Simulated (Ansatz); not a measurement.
Input:

```yaml
crystal:
  lattice:
    - [2.77642, 0.00000, 0.00000]
    - [-1.38821, 2.40445, 0.00000]
    - [0.00000, 0.00000, 4.50333]
  atoms:
    - { symbol: Re, position: [0.66667, 0.33333, 0.75000] }
    - { symbol: Re, position: [0.33333, 0.66667, 0.25000] }
```

No spin polarisation.

The values are results of plane-wave PAW DFT at the PBE level (Ansatz, a program for electronic structure, 420 eV), no spin-orbit coupling, not measurements. k-mesh 24×24×13 (Γ-centred); smearing 0.1 eV (Fermi–Dirac).

Q: Predict the stress and band gap.

A: The stress (xx, yy, zz, yz, xz, xy; compression positive) is (-1.1, -1.1, -3.2, 0.0, 0.0, 0.0) GPa and the band gap comes out as zero.

The cells carry an imposed strain or load. Whether these cells are dynamically stable was not tested. All final runs are without spin polarisation. The cell was made from Re in the hcp (Mg type) structure (space group P6_3/mmc, No. 194) by this change: uniaxial strain ε_zz = +0.50 %.
